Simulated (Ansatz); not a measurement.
Take SrSnSe$_{3}$ in the cubic perovskite structure (space group Pm-3m, No. 221; a = 5.323 Å; a hypothetical phase, not in the database extracts checked) as the base.

(Cell as relaxed with PBE.)

Levels (all Ansatz, a program for electronic structure, PAW): PBE (420 eV, scalar-relativistic without spin-orbit coupling); PBEsol (420 eV, scalar-relativistic without spin-orbit coupling).

Each level relaxes its own structure.

```
base                      PBE    PBEsol
-------------------  --------  --------
volume per atom      30.16 Å³  28.78 Å³
lattice parameter a   5.323 Å   5.240 Å
band gap                 zero      zero
```

One thing is altered: a hydrostatic pressure of 10 GPa.

```tsv
quantity	PBE	PBEsol
volume per atom	25.78 Å³	?
band gap	zero	?
```

Given the PBE results, estimate those of PBEsol.


- volume per atom, PBEsol: 24.94 Å³
- band gap, PBEsol: zero

PBE's volume per atom lies 0.84 Å³ above PBEsol's (3.4 %); the two agree on the band gap. Neither level is exact; PBEsol is the comparison here, not a measurement.

Load acts through the strain it causes; cell and atoms are relaxed under it. Whether these cells are dynamically stable was not tested. Competing high-pressure phases were not computed. All final runs are without spin polarisation. Many cubic perovskites are stable only at high temperature; tilts and polar distortions were not tested.
